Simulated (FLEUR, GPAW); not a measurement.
A GPAW input for a self-consistent single point of Al (Fm-3m, 1 atom in the cell) (DFT PBE, plane waves, GPAW PAW datasets PBE (gpaw-data 1.0.1)):

```python
from ase import Atoms
from ase.units import GPa
from gpaw import GPAW, PW

atoms = Atoms(['Al'],
              cell=[[0.000000, 2.020637, 2.020637],
                    [2.020637, 0.000000, 2.020637],
                    [2.020637, 2.020637, 0.000000]],
              scaled_positions=[[0.000000, 0.000000, 0.000000]],
              pbc=True)

calc = GPAW(mode=PW(600),
            xc='PBE',
            kpts=(11, 11, 11),
            occupations={'name': 'methfessel-paxton', 'width': 0.05, 'order': 0},
            nbands=-9,
            symmetry={'symmorphic': False, 'tolerance': 0.0005},
            maxiter=100)

atoms.calc = calc

energy = atoms.get_potential_energy()
print('Energy (eV):', round(energy, 6))
forces = atoms.get_forces()
print('Forces (eV/Ang):')
print(forces.round(5))
stress = atoms.get_stress()
print('Stress (GPa, Voigt):', (stress / GPa).round(4))
```

Task: Give the FLEUR input for the same structure, mesh, smearing and functional.

Result: This is the input that was run; spellings and numerical settings could be chosen otherwise.

Input of the input generator:

```
Al FLAPW
&input film=f /
0.0000000000 0.7071067812 0.7071067812
0.7071067812 0.0000000000 0.7071067812
0.7071067812 0.7071067812 0.0000000000
5.4001045229
1.0 1.0 1.0

1
13 0.0000000000 0.0000000000 0.0000000000

&comp jspins=1 /
&kpt div1=11 div2=11 div3=11 /
&end /
```

```xml
<?xml version="1.0" encoding="UTF-8" standalone="no"?>
<fleurInput fleurInputVersion="0.39">
   <comment>
      Al FLAPW                                                                                            
   </comment>
   <calculationSetup>
      <cutoffs Kmax="3.9" Gmax="15.6" GmaxXC="15.6" numbands="0"/>
      <scfLoop itmax="80" minDistance="0.00001" maxIterBroyd="99" imix="Anderson" alpha="0.05" precondParam="0.0" spinf="2.0"/>
      <coreElectrons ctail="T" frcor="F" kcrel="0" coretail_lmax="0"/>
      <xcFunctional name="pbe" relativisticCorrections="F"/>
      <magnetism jspins="1"/>
      <soc l_soc="F" theta="0.0" phi="0.0" spav="F"/>
      <expertModes spex="0" secvar="F"/>
      <geometryOptimization l_f="T" forcealpha="1.0" forcemix="BFGS" epsdisp="0.00001" epsforce="0.00001"/>
      <ldaU l_linMix="F" mixParam="0.05" spinf="1.0"/>
   </calculationSetup>
   <cell>
      <bzIntegration valenceElectrons="3.0" mode="gauss" fermiSmearingEnergy="0.00183747">
         <kPointListSelection listName="default-1"/>
         <!-- k-points included here -->
         <xi:include xmlns:xi="http://www.w3.org/2001/XInclude" href="kpts.xml"> </xi:include>
      </bzIntegration>
      <!-- symmetry operations included here -->
      <xi:include xmlns:xi="http://www.w3.org/2001/XInclude" href="sym.xml"> </xi:include>
      <bulkLattice scale="1.0">
         <bravaisMatrix>
            <row-1>    0.0000000000000000     3.8184505273313811     3.8184505273313811</row-1>
            <row-2>    3.8184505273313811     0.0000000000000000     3.8184505273313811</row-2>
            <row-3>    3.8184505273313811     3.8184505273313811     0.0000000000000000</row-3>
         </bravaisMatrix>
      </bulkLattice>
   </cell>
   <atomSpecies>
      <species name="Aluminum (Al)" element="Al" atomicNumber="13">
         <mtSphere radius="2.58" gridPoints="889" logIncrement="0.013"/>
         <atomicCutoffs lmax="10" lnonsphr="8"/>
         <electronConfig flipSpins="F">
            <coreConfig>(1s1/2) (2s1/2) (2p1/2) (2p3/2)</coreConfig>
            <valenceConfig>(3s1/2) (3p1/2) (3p3/2)</valenceConfig>
            <stateOccupation state="(3p1/2)" spinUp="0.1666666666667" spinDown="0.1666666666667"/>
            <stateOccupation state="(3p3/2)" spinUp="0.3333333333333" spinDown="0.3333333333333"/>
         </electronConfig>
         <energyParameters s="3" p="3" d="3" f="4"/>
      </species>
   </atomSpecies>
   <atomGroups>
      <atomGroup species="Aluminum (Al)">
         <relPos label="                   1">.0000000000 .0000000000 .0000000000</relPos>
         <force calculate="T" relaxXYZ="TTT"/>
      </atomGroup>
   </atomGroups>
   <output dos="F" band="F" slice="F">
      <checks vchk="F" cdinf="F"/>
      <bandDOS minEnergy="-.5*Htr" maxEnergy="0.5*Htr" sigma="0.015" storeEVData="T"/>
      <vacuumDOS vacdos="F" integ="F" star="F" nstars="0" locx1="0.0" locy1="0.0" locx2="0.0" locy2="0.0" nstm="0" tworkf="0.0"/>
      <unfoldingBand unfoldBand="F" supercellX="1" supercellY="1" supercellZ="1"/>
      <plotting iplot="0" polar="F">
         <plot TwoD="T" vec1="  1.0  0.0  0.0" vec2="  0.0  1.0  0.0" vec3="  0.0  0.0  1.0" zero="  0.0  0.0  0.0" file="plot"/>
      </plotting>
      <chargeDensitySlicing numkpt="0" minEigenval="0.0" maxEigenval="0.0" nnne="0" pallst="F"/>
      <specialOutput eonly="F"/>
      <magneticCircularDichroism mcd="F" energyLo="-10.0" energyUp="0.0"/>
   </output>
  <!-- We include the file relax.xml here to enable relaxations (see documentation) -->
  <xi:include xmlns:xi="http://www.w3.org/2001/XInclude" href="relax.xml"> <xi:fallback/> </xi:include>
</fleurInput>
```

Basis, cutoffs, solver keys and any potentials are the target program's own. This input uses DFT, PBE, all-electron FLAPW (FLEUR), scalar-relativistic valence.

The starting cell comes from a database of computed structures (which also holds hypothetical and non-ambient phases and stackings), without a prior relaxation at this level. Its lattice was rescaled by a random factor within 2.5 % of one. For this run, on top of that: lattice scaled by 0.98.
